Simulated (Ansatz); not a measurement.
The starting structures come from a database of crystals and need not be the phases stable at ambient conditions.

Inside the gap of an insulator the Bloch states are evanescent, with a wavenumber k + iκ along the transport direction.

Here is the system:

```
CELL_PARAMETERS angstrom
      7.65161     0.00000     0.00000
     -3.82580     7.51480     0.00000
      0.00000     0.00000     7.01088
ATOMIC_POSITIONS crystal
  Cs 0.60307 0.20614 0.75000
  Cs 0.39693 0.79386 0.25000
  Cs 0.19762 0.39524 0.75000
  Cs 0.80238 0.60476 0.25000
  Sb 0.08763 0.80794 0.75000
  Sb 0.91237 0.19206 0.25000
  Sb 0.27969 0.19206 0.25000
  Sb 0.72031 0.80794 0.75000
  Pt 0.00000 0.00000 0.00000
  Pt 0.00000 0.00000 0.50000
```

Space group of this cell: Cmcm. The cell is taken as given.

Transport runs along the normal of the first two printed cell vectors.

The gap is the functional's own, uncorrected, and κ follows it; spin-orbit coupling is left out. Mid-gap values are interpolated between the computed energies.

Task: Predict the band gap and the smallest decay constant κ at mid-gap from r2SCAN in Ansatz (a quantum-chemistry and plane-wave program).

Result: Gap 1.05 eV on a 6×6×4 mesh; κ = 0.179 1/Å, at (0.000, 0.500) of the in-plane reciprocal vectors. At the zone centre, at the nearest computed energy, the slowest state has κ = 0.22 1/Å.
